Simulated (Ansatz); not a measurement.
The starting structures come from a database of crystals and need not be the phases stable at ambient conditions.

By PBEsol, the system below comes out a metal.

```
CELL_PARAMETERS angstrom
      5.59753     0.00000     0.00000
      2.79876     5.40118     0.00000
      0.00000     0.00000     5.59992
ATOMIC_POSITIONS crystal
  Co 0.61690 0.76620 0.00000
  Co 0.38310 0.23380 0.00000
  Co 0.88310 0.23380 0.50000
  Co 0.11690 0.76620 0.50000
  Ge 0.34106 0.00000 0.65894
  Ge 0.65894 0.00000 0.34106
  Ge 0.15894 0.00000 0.15894
  Ge 0.84106 0.00000 0.84106
  Ge 0.50166 0.50000 0.75000
  Ge 0.49834 0.50000 0.25000
  Ge 0.99834 0.50000 0.25000
  Ge 0.00166 0.50000 0.75000
```

Space group of this cell: Cmce. The cell is taken as given; by PBEsol its mean pressure is -1.0 GPa.

The current flows along the normal of the first two printed cell vectors. No spin-orbit coupling; the value is a mean over 0.1 eV about the Fermi level.

**Question.** Give the ballistic conductance per area that PBEsol (Ansatz, a first-principles code) yields.

**Answer.** 0.54 × 10¹⁵ S/m² for both spins.
